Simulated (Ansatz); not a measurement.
Here is the system:

```
CELL_PARAMETERS angstrom
      2.73837     0.00000     0.00000
      0.00000     2.73837     0.00000
      0.00000     0.00000     3.75284
ATOMIC_POSITIONS crystal
  Fe 0.50000 0.50000 0.50000
  Pt 0.00000 0.00000 0.00000
```

Spin-polarised, with starting moments of sign Fe+ Pt+.

Computed with Ansatz (a program for electronic structure), PBE, PAW, cutoff 420 eV, no spin-orbit coupling. Γ-centred 21×21×15 mesh, Fermi–Dirac width 0.1 eV.

Q: What mean in-plane stress (compression positive) does the calculation give?

A: -0.7 GPa.

Q: Predict the band gap.

A: Zero.

Q: Predict the space group.

A: P4/mmm (No. 123).

Other magnetic orders, which the real material may have, were not ruled out. The cells carry an imposed strain or load. Stability against distortions was not tested. The cell was made from FePt (space group P4/mmm, No. 123; ferromagnetic) by this change: biaxial strain +0.26 %, plane normal [001], relaxed out of plane.
